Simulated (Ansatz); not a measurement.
## AlN with two functionals, Al → Ga

The parent structure is AlN in the wurtzite structure (space group P6_3mc, No. 186; a = 3.130 Å, c = 5.017 Å).

(Cell as relaxed with PBE.)

Levels (all Ansatz, a program for electronic structure, PAW, earlier PAW set): PBE (420 eV, spin-orbit coupling left out); r2SCAN (500 eV, scalar-relativistic without spin-orbit coupling).

Each level relaxes its own structure.

```
base                      PBE    r2SCAN
-------------------  --------  --------
volume per atom      10.64 Å³  10.40 Å³
lattice parameter a   3.130 Å   3.107 Å
band gap              4.04 eV   4.87 eV
```

One thing is altered: full substitution Al → Ga; the structure is relaxed again.

```csv
quantity,PBE,r2SCAN
volume per atom,11.76 Å³,___
band gap,1.71 eV,___
```

**Question.** What does r2SCAN give?

**Answer.** 
- volume per atom, r2SCAN: 11.37 Å³
- band gap, r2SCAN: 2.35 eV

PBE's volume per atom lies 0.39 Å³ above r2SCAN's (3.4 %); PBE's band gap lies 0.64 eV below r2SCAN's. Neither level is exact; r2SCAN is the comparison here, not a measurement.

Whether these cells are dynamically stable was not tested.
